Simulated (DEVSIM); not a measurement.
Structure: Cr/HfO2/n-Ge capacitor, at 400 K.

Layer 1 from the left is HfO2, thickness (nm) 2.60. Layer 2 from the left is Ge, thickness (nm) 4300, Nd (cm⁻³) 1.9e16.

Metal gate on the left, work function 4.5 eV. Fixed charge at the semiconductor interface 5.8e11 cm⁻² (in units of +e); no interface traps.

Constants are typed, rounded textbook-type inputs, not results; the design itself was drawn at random and stands for no fabricated device. Values at 300 K; Nc and Nv go as T^1.5, mobilities as T to minus their exponent, the gap by Varshni's rule with the affinity fixed.

HfO2: gap (eV) 5.7, affinity (eV) 2.5, permittivity 22. Ge: gap (eV) 0.664, affinity (eV) 4, permittivity 16, Nc (cm⁻³) 1.04e19, Nv (cm⁻³) 6e18, Varshni α (eV/K) 0.000477, Varshni β (K) 235.

Simulated with DEVSIM: 1D Poisson equation in equilibrium, Boltzmann statistics, complete ionisation; no quantum confinement or tunnelling. Metal contacts follow the ideal Schottky-Mott rule: no Fermi-level pinning, no interface dipoles.

What does the simulation give for the minimum of the low-frequency capacitance, the threshold voltage (band bending 2φF), the flat-band voltage?

minimum of the low-frequency capacitance 0.178 μF/cm²; threshold voltage (band bending 2φF) 0.07 V; flat-band voltage 0.26 V.
